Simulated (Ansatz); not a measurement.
# CoSi2, pressure series

Consider CoSi2 (space group Fm-3m, No. 225; non-magnetic).

```yaml
crystal:
  lattice:
    - [0.00000, 2.65746, 2.65746]
    - [2.65746, 0.00000, 2.65746]
    - [2.65746, 2.65746, 0.00000]
  atoms:
    - { symbol: Co, position: [0.00000, 0.00000, 0.00000] }
    - { symbol: Si, position: [0.25000, 0.25000, 0.25000] }
    - { symbol: Si, position: [0.75000, 0.75000, 0.75000] }
```

Cell and atoms are relaxed at each pressure.

Calculations: plane-wave PAW DFT at the r2SCAN level (Ansatz, a first-principles code, 500 eV), no spin-orbit coupling.

Notes on the quantities. enthalpy: H = E + PV relative to the base's energy.

```tsv
case	enthalpy	lattice parameter a
base	–	5.315 Å
pressure −2 GPa	-0.16 eV/atom	5.333 Å
pressure −1 GPa	-0.08 eV/atom	5.324 Å
pressure 1.8 GPa	+0.14 eV/atom	5.299 Å
pressure 4.2 GPa	+0.32 eV/atom	5.279 Å
pressure 9 GPa	+0.69 eV/atom	5.242 Å
pressure 18 GPa	+1.35 eV/atom	5.180 Å
pressure 30 GPa	+2.20 eV/atom	5.111 Å
pressure 45 GPa	+3.22 eV/atom	5.038 Å
pressure 60 GPa	+4.20 eV/atom	(withheld)
```

Problem. What belongs in the blanks?

Solution. 
- pressure 60 GPa, lattice parameter a: 4.976 Å

Load acts through the strain it causes; cell and atoms are relaxed under it. Stability against distortions was not tested. Competing high-pressure phases were not computed. Starting moments died away, wholly or in part, for the base; another magnetic solution may exist. All final runs are without spin polarisation. An odd electron count without spin: CoSi2.
